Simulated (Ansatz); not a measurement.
A set of cells, compared by their band gap.

Cell A: Cl (Cmce), 4 atoms in the cell, k-point mesh 10×10×4 on the run's own vectors.
Cl has the orthorhombic space group Cmce (No. 64), Pearson symbol oS8. Lattice parameters: a = 6.5845 Å, b = 4.0682 Å, c = 8.0925 Å, α = β = γ = 90.00°. Cl on 8f has 1 Cl at 2.033 Å. (Neighbours: up to the widest gap in distance over summed covalent radii, below 1.35, at either atom.)
(The calculation used a cell of 4 atoms; values per cell refer to that cell.)

Cell B: Br (Cmce), 4 atoms in the cell, k-point mesh 10×10×4 on the run's own vectors.
```
CELL_PARAMETERS angstrom
      3.49498    -2.07425     0.00000
     -3.49498    -2.07425     0.00000
      0.00000     0.00000    -8.57596
ATOMIC_POSITIONS crystal
  Br 0.84897 0.84897 0.88082
  Br 0.65103 0.65103 0.38082
  Br 0.34897 0.34897 0.61918
  Br 0.15103 0.15103 0.11918
```

Cell C: I (Cmce), 4 atoms in the cell, k-point mesh 10×10×4 on the run's own vectors.
```cif
data_I4
_chemical_formula_sum 'I4'
_space_group_name_H-M_alt 'P 1'
_space_group_IT_number 1
_cell_length_a 4.30454
_cell_length_b 4.30454
_cell_length_c 9.65026
_cell_angle_alpha 90.000
_cell_angle_beta 90.000
_cell_angle_gamma 117.184
loop_
_space_group_symop_operation_xyz
  'x, y, z'
loop_
_atom_site_label
_atom_site_type_symbol
_atom_site_fract_x
_atom_site_fract_y
_atom_site_fract_z
_atom_site_occupancy
I1 I 0.82914 0.82914 0.87756 1
I2 I 0.67086 0.67086 0.37756 1
I3 I 0.32914 0.32914 0.62244 1
I4 I 0.17086 0.17086 0.12244 1
```

All numbers come from Ansatz (a program for electronic structure), plane waves with PAW, its default PAW set, cutoff 420 eV, 500 eV for r2SCAN. The structures are at rest with PBE+D3(BJ); other levels are single points on them. Neutral cells; Fermi-Dirac smearing of at most 0.05 eV in the solids, energies taken to zero width. The lattices are those relaxed with PBE+D3(BJ), so at other levels the solids can be strained, which adds to the spread. The runs are scalar-relativistic, without spin-orbit coupling. A dispersion term ran beside these levels; it doesn't touch the electrons. Gaps are highest filled to lowest empty Kohn-Sham level on the run's k-point mesh, states of defects and surfaces included; edges off the mesh make the true gap smaller, and under 0.08 eV counts as none.

What does r2SCAN give for the band gap of each cell (eV)?


```json
[
 {"cell": "A", "r2SCAN": "2.55 (direct)"},
 {"cell": "B", "r2SCAN": "1.57 (indirect)"},
 {"cell": "C", "r2SCAN": "1.01 (indirect)"}
]
```

With r2SCAN the value is lowest for C and highest for A.

And at the other levels?


```json
[
 {"system": "A", "PBE": "2.19 (direct)"},
 {"system": "B", "PBE": "1.31 (indirect)"},
 {"system": "C", "PBE": "0.85 (indirect)"}
]
```

With PBE the value is lowest for C and highest for A.
